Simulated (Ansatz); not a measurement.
The structure below was relaxed with PBE (Ansatz, a first-principles code), no SOC.

Space group Immm (No. 71); a = 2.7874 Å, b = 4.0819 Å, c = 8.8287 Å, α = β = γ = 90.00°

| atom | site | symmetry | x | y | z |
|---|---|---|---|---|---|
| Au | 4i | mm2 | 0.0000 | 0.0000 | 0.3371 |
| Ir | 2a | mmm | 0.0000 | 0.0000 | 0.0000 |

Q: Write out a cell with all atoms.

A: 
```
IrAu2
1.0
    2.78739     0.00000     0.00000
    0.00000     4.08187     0.00000
    0.00000     0.00000     8.82866
Au Ir
4 2
Cartesian
  1.39369   2.04094   7.39027
  0.00000   0.00000   5.85272
  0.00000   0.00000   2.97594
  1.39369   2.04094   1.43839
  0.00000   0.00000   0.00000
  1.39369   2.04094   4.41433
```
This is the conventional cell.

These are small ordered cells, not random alloys; other orderings at the same x differ. Stability against distortions was not tested. All final runs are without spin polarisation. An odd electron count without spin: IrAu2. The cell was made from Ir by this change: x(Au) = 0.667, 3 atoms, Immm. IrAu2 has a high density of states at the Fermi level and may be magnetic at this level.
